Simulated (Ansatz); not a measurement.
## Cubic perovskite CsPbCl3 (cubic high-temperature phase)

These are G0W0@PBEsol in Ansatz (plane waves, hard PAW, contour deformation, complete-basis limit) values and carry that method's errors.

Run with largest k mesh 6×6×6 (not extrapolated in the mesh).

Cell: measured lattice: a = b = c = 5.605 Å, α = β = γ = 90.00°.

| Property | Value |
|---|---|
| band gap | 3.30 eV |

Note: filled d or f shells below the valence bands can shift G0W0 gaps through exchange with them, which wasn't tested here; held by symmetry at 0 K, a high-temperature phase can be a saddle point; cell and atoms aren't relaxed at this level; the gap holds a correction of +0.42 eV to the complete basis.

Spin–orbit coupling is not included; with these elements it can move the gap by several tenths of an eV or more.

Static lattice: no zero-point or thermal effects.

Ansatz is an electronic-structure program.
